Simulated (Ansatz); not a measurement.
Consider C in the diamond structure (space group Fd-3m, No. 227; a = 3.560 Å).

Computed with Kohn–Sham DFT with the r2SCAN functional, run in Ansatz (a first-principles code) with PAW and 500 eV plane waves, no spin-orbit coupling.

One change was made to it. Results:

| quantity | base | after |
|---|---|---|
| band gap | 4.36 eV | 4.41 eV |
| volume per atom | 5.64 Å³ | 5.53 Å³ |
| smallest direct gap | 5.90 eV | 5.95 eV |

Task: What was done to the base?
(A) pressure 1.8 GPa
(B) pressure 9 GPa
(C) pressure 45 GPa

Result: B, pressure 9 GPa. For comparison, the smallest direct gap in the other runs: pressure 45 GPa gives 6.14 eV; pressure 1.8 GPa gives 5.91 eV.

Load acts through the strain it causes; cell and atoms are relaxed under it. No phonon test of stability was made. No other phases were tried under pressure.
